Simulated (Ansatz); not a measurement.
For InSe (P6₃/mmc, No. 194; structure not from a measured cell), PBEsol in Ansatz (plane waves, PAW) gives:

| Item | Value |
|---|---|
| band gap at the PBEsol cell | 0.43 eV |
| enthalpy of formation | -0.482 eV/atom |

Question: What does r²SCAN in Ansatz (PAW) give for the same quantities?

Answer: 
- band gap at the PBEsol cell: 0.97 eV (rises by 0.54 eV)
- formation enthalpy: -0.681 eV/atom (moves by -0.199 eV/atom)

For comparison: band gap 1.17 eV (measured, temperature not stated, not corrected to a static lattice; as tabulated in Kim et al. (2020), doi:10.1038/s41597-020-00723-8).

Changes are worked out from the printed values.

Unless a cell is named, each level is at its own relaxed cell.

Levels without +SOC leave out spin–orbit coupling, which shifts energies and cells of such heavy elements.

Spin–orbit coupling is included only where a level's name says +SOC; with heavier elements it mostly lowers gaps and can invert bands. Density-functional gaps are differences of (generalised) Kohn–Sham levels.

Caveats: the relaxation could not lower the start's symmetry, so the cell can be a saddle point above a distorted one (PBEsol, r²SCAN). Ansatz's density-functional and Hartree–Fock values are scalar-relativistic unless marked +SOC, with PAW data made under PBE.

Ansatz is a first-principles code.
